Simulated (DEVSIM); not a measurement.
Device: illuminated GaAs p-on-n cell, one wavelength, at 300 K.

```csv
layer (left to right),material,thickness (μm),Nd (cm⁻³),Na (cm⁻³),τn (s),τp (s),absorption coefficient (cm⁻¹)
1,GaAs,0.150,-,7.1e17,6.5e-11,2e-10,5200
2,GaAs,1.70,1.4e15,-,3.8e-10,3.8e-10,5200
```

Left contact: ohmic, minority electron recombination velocity 7e6 cm/s. Right contact: ohmic, minority hole recombination velocity 20 cm/s. Voltage is applied to the left contact. Recombination: SRH at mid-gap, radiative, Auger. Light enters at the left, 1.2e18 photons cm⁻² s⁻¹, one pass, no reflection. Mobility is constant in doping.

Constants are typed, rounded textbook-type inputs, not results; the design itself was drawn at random and stands for no fabricated device. Values at 300 K.

| parameter | GaAs |
|---|---|
| gap (eV) | 1.424 |
| affinity (eV) | 4.07 |
| permittivity | 12.9 |
| Nc (cm⁻³) | 4.7e17 |
| Nv (cm⁻³) | 9e18 |
| μn (cm²/Vs) | 8500 |
| μp (cm²/Vs) | 400 |
| B (cm³/s) | 2e-10 |
| Cn (cm⁶/s) | 1e-30 |
| Cp (cm⁶/s) | 1e-30 |

Model (solved in DEVSIM): 1D drift-diffusion, Boltzmann statistics, complete ionisation; no tunnelling, impact ionisation, image-force lowering or self-heating.

Tabulate band edges, carrier densities and field at 1.05 V on the left contact, in the dark.

Energies count from the Fermi level of the right contact; mesh points crowd at the junctions.

| x (μm) | Ec (eV) | Ev (eV) | n (cm⁻³) | p (cm⁻³) | field (V/cm) |
|---|---|---|---|---|---|
| 0.000 | 0.308 | -1.116 | 2.0e12 | 7.1e17 | ≈ 0 |
| 0.01266 | 0.308 | -1.116 | 2.1e12 | 7.1e17 | ≈ 0 |
| 0.03161 | 0.308 | -1.116 | 2.2e12 | 7.1e17 | ≈ 0 |
| 0.05538 | 0.308 | -1.116 | 2.3e12 | 7.1e17 | ≈ 0 |
| 0.09685 | 0.308 | -1.116 | 2.6e12 | 7.1e17 | ≈ 0 |
| 0.1201 | 0.308 | -1.116 | 2.8e12 | 7.1e17 | -170 |
| 0.1385 | 0.305 | -1.119 | 3.3e12 | 6.3e17 | -6200 |
| 0.1542 | 0.266 | -1.158 | 1.5e13 | 1.4e17 | -32000 |
| 0.1701 | 0.231 | -1.193 | 6.0e13 | 3.5e16 | -16000 |
| 0.1974 | 0.199 | -1.226 | 2.1e14 | 1.0e16 | -8700 |
| 0.2368 | 0.173 | -1.251 | 5.5e14 | 3.8e15 | -4700 |
| 0.3356 | 0.148 | -1.276 | 1.5e15 | 1.3e15 | -1300 |
| 0.4506 | 0.140 | -1.284 | 2.0e15 | 8.5e14 | -230 |
| 0.6488 | 0.140 | -1.284 | 2.0e15 | 6.2e14 | 64 |
| 1.067 | 0.143 | -1.281 | 1.8e15 | 3.9e14 | 66 |
| 1.352 | 0.145 | -1.279 | 1.7e15 | 3.0e14 | 49 |
| 1.550 | 0.146 | -1.278 | 1.7e15 | 2.7e14 | 54 |
| 1.665 | 0.146 | -1.278 | 1.6e15 | 2.6e14 | 92 |
| 1.763 | 0.148 | -1.276 | 1.5e15 | 2.6e14 | 200 |
| 1.803 | 0.149 | -1.275 | 1.5e15 | 2.7e14 | 280 |
| 1.830 | 0.150 | -1.274 | 1.4e15 | 2.8e14 | 360 |
| 1.850 | 0.150 | -1.274 | 1.4e15 | 2.9e14 | 430 |
